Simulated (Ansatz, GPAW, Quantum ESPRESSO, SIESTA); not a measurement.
Code comparison for MoS2 (R-3m, 3 atoms in the cell)

Self-consistent single point.

```xyz
3
Lattice="1.5609 0.9012 6.1906 -1.5609 0.9012 6.1906 0.0000 -1.8024 6.1906" Properties=species:S:1:pos:R:3 pbc="T T T"
Mo     0.0000     0.0000     0.0000
S      0.0000     0.0000     4.6216
S      0.0000     0.0000    13.9502
```

All programs got the same cell, k-point mesh and kind of occupations (in Ansatz's words: kpoints.mp_grid.grid = 12 12 12; scf.occupations.method = gaussian; scf.occupations.width = 0.2 eV); potentials, basis and cutoffs are each program's usual ones.

| code | model | pressure (GPa) | largest force (eV/Å) | k-points | cutoff |
|---|---|---|---|---|---|
| SIESTA | GGA PBEsol, numerical atomic orbitals TZP, PseudoDojo PBEsol standard norm-conserving potentials (rewritten from UPF to PSML) | 2.77 | 0.703 | 948 | grid 400 Ry |
| Ansatz | PBEsol, PAW files made with PBE | 3.11 | 0.542 | 189 | default |
| GPAW | PBEsol, GPAW PAW datasets PBEsol (made by gpaw-setup) | 2.97 | 0.537 | 189 | 600 eV |
| Quantum ESPRESSO | PBEsol, GBRV 1.5 ultrasoft (PBESOL) pseudopotentials | 2.89 | 0.520 | 189 | 40 Ry |

The spread over the programs that give each value: pressure within 0.34 GPa; largest force within 0.183 eV/Å.

The starting cell comes from a database of computed structures (which also holds hypothetical and non-ambient phases and stackings), without a prior relaxation at this level. Its lattice was rescaled by a random factor within 2.5 % of one. On Ansatz's run: Spin polarisation is off. In the base run, with a pressure of about 3 GPa the cell is away from its equilibrium volume at this level.

### Question
Why do the programs differ, and what cannot be compared?

### Answer
Differences of this kind can come from the potentials, where these differ, and from what each basis and cutoff leave unconverged. The zero of total energies and Fermi levels follows the potentials and each program's conventions, so they are not compared here. SIESTA uses small atom-centred bases, whose incompleteness enters pressures, forces and empty levels differently from a plane-wave cutoff. Ansatz's pressure is given at a fixed set of plane waves, as the other plane-wave codes print theirs; with its correction for the finite basis it is 3.15 GPa. The programs reduce the same mesh by symmetry to different extents, which changes the work and not the result. In the force vectors, SIESTA (by 0.166) lies more than 0.08 eV/Å from the median of the plane-wave programs.

Left out of this page: ABINIT (stopped by limits of time or memory); Elk and FLEUR (not drawn, or without a comparable value).

Ansatz is a quantum-chemistry and plane-wave program.

Keys are those of Ansatz 0.2.
